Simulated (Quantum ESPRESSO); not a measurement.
**A series of runs on Ag2WS4 (Pnma, 28 atoms in the cell)**

```yaml
crystal:
  lattice:
    - [7.38433, 0.00000, 0.00000]
    - [0.00000, 7.85206, 0.00000]
    - [0.00000, 0.00000, 12.05865]
  atoms:
    - { symbol: Ag, position: [0.09318, 0.75000, 0.04569] }
    - { symbol: Ag, position: [0.90682, 0.25000, 0.95431] }
    - { symbol: Ag, position: [0.40682, 0.25000, 0.54569] }
    - { symbol: Ag, position: [0.59318, 0.75000, 0.45431] }
    - { symbol: Ag, position: [0.36408, 0.75000, 0.87096] }
    - { symbol: Ag, position: [0.63592, 0.25000, 0.12904] }
    - { symbol: Ag, position: [0.13592, 0.25000, 0.37096] }
    - { symbol: Ag, position: [0.86408, 0.75000, 0.62904] }
    - { symbol: W, position: [0.18484, 0.75000, 0.45497] }
    - { symbol: W, position: [0.81516, 0.25000, 0.54503] }
    - { symbol: W, position: [0.31516, 0.25000, 0.95497] }
    - { symbol: W, position: [0.68484, 0.75000, 0.04503] }
    - { symbol: S, position: [0.66224, 0.47447, 0.61027] }
    - { symbol: S, position: [0.33776, 0.52553, 0.38973] }
    - { symbol: S, position: [0.83776, 0.52553, 0.11027] }
    - { symbol: S, position: [0.16224, 0.47447, 0.88973] }
    - { symbol: S, position: [0.16224, 0.02553, 0.88973] }
    - { symbol: S, position: [0.83776, 0.97447, 0.11027] }
    - { symbol: S, position: [0.33776, 0.97447, 0.38973] }
    - { symbol: S, position: [0.66224, 0.02553, 0.61027] }
    - { symbol: S, position: [0.91406, 0.75000, 0.37886] }
    - { symbol: S, position: [0.08594, 0.25000, 0.62114] }
    - { symbol: S, position: [0.58594, 0.25000, 0.87886] }
    - { symbol: S, position: [0.41406, 0.75000, 0.12114] }
    - { symbol: S, position: [0.30284, 0.25000, 0.13966] }
    - { symbol: S, position: [0.69716, 0.75000, 0.86034] }
    - { symbol: S, position: [0.19716, 0.75000, 0.63966] }
    - { symbol: S, position: [0.80284, 0.25000, 0.36034] }
```

Base run A: PBEsol, PseudoDojo standard norm-conserving (PBESOL) pseudopotentials in Quantum ESPRESSO, self-consistent single point.

Its settings: ecutwfc = 85 Ry; occupations = smearing; smearing = fd; degauss = 0.000734986 Ry; potentials = {Ag: Ag.upf, W: W.upf, S: S.upf}; K_POINTS = automatic 2 2 1 1 1 1; conv_thr = 1e-10 Ry.

The starting cell comes from a database of computed structures (which also holds hypothetical and non-ambient phases and stackings), without a prior relaxation at this level. Spin-orbit coupling is off. In the base run, with a pressure of about -3 GPa the cell is away from its equilibrium volume at this level. The shifted mesh does not hold Γ, so a gap read on it misses any band edge there.

ΔF is the free energy per atom less that of run A. 

Run A gave: pressure (GPa) -3.46; largest force (eV/Å) 0.297; gap on the mesh (eV) 1.594.

Runs:
- B: lattice scaled by 0.97
- C: lattice scaled by 0.97; ecutwfc: 85 Ry → 51 Ry
- D: lattice scaled by 0.985
- E: lattice scaled by 0.985; ecutwfc: 85 Ry → 51 Ry
- F: lattice scaled by 1.015
- G: lattice scaled by 1.015; ecutwfc: 85 Ry → 51 Ry
- H: lattice scaled by 1.03
- I: lattice scaled by 1.03; ecutwfc: 85 Ry → 51 Ry
- J: ecutwfc: 85 Ry → 51 Ry

Q: What does run E change against A?

A: The free energy rises by 517 meV/atom, the pressure goes from -3.46 to -19.91 GPa, the largest force goes from 0.297 to 0.718 eV/Å and the gap on the mesh goes from 1.594 to 1.661 eV.

Q: What does run G change against A?

A: The free energy goes up by 563 meV/atom, the pressure goes from -3.46 to -24.12 GPa, the largest force goes from 0.297 to 0.978 eV/Å and the gap on the mesh goes from 1.594 to 1.529 eV.

Q: What does run F change against A?

A: The free energy goes up by 34.3 meV/atom, the pressure goes from -3.46 to -6.08 GPa, the largest force goes from 0.297 to 0.986 eV/Å and the gap on the mesh goes from 1.594 to 1.528 eV.

```
run  ΔF (meV/atom)  pressure (GPa)  largest force (eV/Å)  gap on the mesh (eV)
---  -------------  --------------  --------------------  --------------------
A             0.00           -3.46                 0.297                 1.594
B            -0.64            3.96                 1.608                 1.722
C            528.7          -16.69                 1.617                 1.724
D            -12.9           -0.16                 0.710                 1.659
E            517.3          -19.91                 0.718                 1.661
F             34.3           -6.08                 0.986                 1.528
G            563.4          -24.12                 0.978                 1.529
H             86.6           -8.13                 1.610                 1.461
I            617.9          -25.44                 1.604                 1.462
J            527.8          -22.28                 0.291                 1.596
```
